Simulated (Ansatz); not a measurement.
HgSe (model structure, started from the litharge type, P4/nmm, No. 129, 4 atoms in the cell)

These are PBEsol in Ansatz (plane waves, PAW) values and carry that method's errors.

Run with plane-wave cutoff 500 eV, 10×10×8 k mesh (along the axes of the cell as run), Fermi–Dirac smearing 0.05 eV, scalar-relativistic PAW data made under PBE.

Cell (relaxed at this level):

```
HgSe
1.0
    5.35495     0.00000     0.00000
    0.00000     5.35495     0.00000
    0.00000     0.00000     4.61858
Hg Se
2 2
Direct
  0.50000   0.00000   0.03613
  0.00000   0.50000   0.96387
  0.00000   0.00000   0.00000
  0.50000   0.50000   0.00000
```

```json
{
 "band_gap": "none"
}
```

Note: the relaxation could raise the start's symmetry but not lower it, so the cell can be a saddle point; the cell has widely spaced layers and the level no dispersion term, so their spacing and the moduli can rest on weak binding.

Spin–orbit coupling is not included; it can shift volumes and moduli of such heavy elements.

The computed numbers hold no vibrational or temperature effects.

The result took about 13 core-minutes (a rough figure).

A model structure was made by putting elements into a prototype or built by hand; it is no filed structure, need not be a known phase, and can be a saddle point held by its symmetry.

Ansatz is a quantum-chemistry and plane-wave program.
